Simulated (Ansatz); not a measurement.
Subject: the energy of the reaction as written. Reaction: cell B + 3 H2O (gas) → cell A. Negative: the products are lower in energy.

Cell A: a slab of Ag (fcc, Fm-3m) cut along (111), 47 atoms, hexagonal cell of 8.64 Å (64.7 Å²), symmetry P1 within 0.02 Å, 10.0 Å thick under 17 Å of vacuum, in-plane vectors held at the crystal's; planes from bottom to top: Ag9 × 4 | H7O4, its two faces unlike (dipole correction applied); added, foreign or displaced atoms, above the top plane: OH bound through O to 1 Ag at 2.29 Å; H2O bound through O to 1 Ag at 2.39 Å; H2O bound through O to 1 Ag at 2.48 Å; H2O with no bond to the solid, its nearest contact O···Ag 2.69 Å; spin state with PBE: run without spin, k-point mesh 5×5×1.
```
CELL_PARAMETERS angstrom
      8.64114     0.00000     0.00000
      4.32057     7.48345     0.00000
      0.00000     0.00000    26.79558
ATOMIC_POSITIONS crystal
  Ag 0.98854 0.02363 0.29957
  Ag 0.32143 0.02351 0.29949
  Ag 0.65482 0.02342 0.29947
  Ag 0.98837 0.35677 0.29892
  Ag 0.32133 0.35685 0.29945
  Ag 0.65507 0.35705 0.29977
  Ag 0.98824 0.69016 0.29916
  Ag 0.32157 0.69054 0.29967
  Ag 0.65477 0.69035 0.29895
  Ag 0.09854 0.13602 0.38788
  Ag 0.43317 0.13519 0.38807
  Ag 0.76528 0.13477 0.38808
  Ag 0.09929 0.46813 0.38780
  Ag 0.43276 0.46715 0.38811
  Ag 0.76643 0.46849 0.38769
  Ag 0.09864 0.80090 0.38777
  Ag 0.43397 0.80070 0.38789
  Ag 0.76603 0.80138 0.38778
  Ag 0.87442 0.24739 0.47561
  Ag 0.21129 0.24616 0.47562
  Ag 0.54411 0.24560 0.47790
  Ag 0.87764 0.57993 0.47566
  Ag 0.21068 0.57817 0.47583
  Ag 0.54529 0.57646 0.47553
  Ag 0.87587 0.91292 0.47596
  Ag 0.21030 0.91275 0.47403
  Ag 0.54400 0.91343 0.47574
  Ag 0.99043 0.02427 0.56192
  Ag 0.31966 0.02267 0.56330
  Ag 0.65437 0.01928 0.56477
  Ag 0.98778 0.35725 0.56308
  Ag 0.31743 0.35682 0.56438
  Ag 0.65654 0.35863 0.56587
  Ag 0.98837 0.69048 0.56392
  Ag 0.32183 0.69310 0.56166
  Ag 0.65509 0.68926 0.56294
  O  0.62979 0.32996 0.64984
  H  0.67087 0.39589 0.66979
  O  0.68185 0.00555 0.65378
  H  0.80146 0.90504 0.66127
  H  0.68714 0.11878 0.65813
  O  0.31777 0.39352 0.65608
  H  0.32724 0.28767 0.67168
  H  0.45105 0.37529 0.65688
  O  0.04433 0.72806 0.66073
  H  0.14117 0.59964 0.66349
  H  0.10892 0.79198 0.65496
```

Cell B: a slab of Ag (fcc, Fm-3m) cut along (111), 38 atoms, hexagonal cell of 8.64 Å (64.7 Å²), symmetry P3m1 within 0.02 Å, 9.6 Å thick under 15 Å of vacuum, in-plane vectors held at the crystal's; planes from bottom to top: Ag9 × 4 | O | H, its two faces unlike (dipole correction applied); added, foreign or displaced atoms, above the top plane: OH bound through O to 3 Ag at 2.29 Å; spin state with PBE: run without spin, k-point mesh 5×5×1.
```
CELL_PARAMETERS angstrom
      8.64114     0.00000     0.00000
      4.32057     7.48345     0.00000
      0.00000     0.00000    25.01858
ATOMIC_POSITIONS crystal
  Ag 0.00191 0.00122 0.31850
  Ag 0.33486 0.00116 0.31844
  Ag 0.66859 0.00051 0.31818
  Ag 0.00184 0.33418 0.31842
  Ag 0.33485 0.33417 0.31895
  Ag 0.66875 0.33419 0.31896
  Ag 0.00120 0.66790 0.31817
  Ag 0.33491 0.66802 0.31898
  Ag 0.66871 0.66800 0.31814
  Ag 0.11282 0.11214 0.41399
  Ag 0.44645 0.11220 0.41311
  Ag 0.77910 0.11227 0.41310
  Ag 0.11288 0.44576 0.41311
  Ag 0.44613 0.44544 0.41359
  Ag 0.77903 0.44577 0.41311
  Ag 0.11296 0.77840 0.41311
  Ag 0.44646 0.77834 0.41311
  Ag 0.77945 0.77875 0.41301
  Ag 0.88822 0.22450 0.50726
  Ag 0.22516 0.22447 0.50725
  Ag 0.55681 0.22425 0.50803
  Ag 0.89068 0.55643 0.50650
  Ag 0.22495 0.55612 0.50804
  Ag 0.55678 0.55610 0.50805
  Ag 0.89073 0.89005 0.50649
  Ag 0.22517 0.88753 0.50727
  Ag 0.55713 0.89000 0.50649
  Ag 0.00140 0.00071 0.60112
  Ag 0.33573 0.00071 0.60109
  Ag 0.66959 0.99868 0.60073
  Ag 0.00137 0.33506 0.60110
  Ag 0.32860 0.32791 0.60279
  Ag 0.68126 0.32797 0.60281
  Ag 0.99939 0.66890 0.60072
  Ag 0.32868 0.68058 0.60283
  Ag 0.66960 0.66892 0.60074
  O  0.44610 0.44542 0.66122
  H  0.44616 0.44550 0.70000
```

Reference: an isolated H2O molecule (singlet) in a box of 11 × 13 × 13 Å.

All numbers come from Ansatz (a first-principles code), plane waves with PAW, its PAW set soft_1, cutoff 420 eV, 500 eV for r2SCAN. The structures are at rest with PBE+D3(BJ), within the held lattices; other levels are single points on them. Neutral cells; Fermi-Dirac smearing of at most 0.10 eV in the solids, energies taken to zero width. The lattices are those relaxed with PBE+D3(BJ), so at other levels the solids can be strained, which adds to the spread. Larger cells are relaxed from a start prepared with the learned potential CHGNet, on a coarser mesh till forces fall under 0.03 eV/Å, which some starts already meet. A dispersion term (D3(BJ), or D4 for r2SCAN) was computed beside these levels and is taken off wherever the name lacks it. Space groups of crystals are read within 0.01 Å. Static lattices, no vibrational contributions. No structure search was made; lower ones may exist. No correction for cell size. Cell B has symmetry P3m1 within 0.02 Å and got no random move, so less symmetric positions, which may lie lower, weren't tried.

Q: What is the computed value (PBE)?

A: -1.45 eV, for cell B + 3 H2O (gas) → cell A.

Q: What do the other levels give, and how wide is the spread?

A: 
```
Method      value (eV)  less PBE
----------  ----------  --------
PBE+D3(BJ)       -2.08     -0.63
r2SCAN           -1.74     -0.29
r2SCAN+D4        -1.98     -0.53
```

The levels shown span 0.63 eV, from PBE+D3(BJ) (-2.08) to PBE (-1.45).
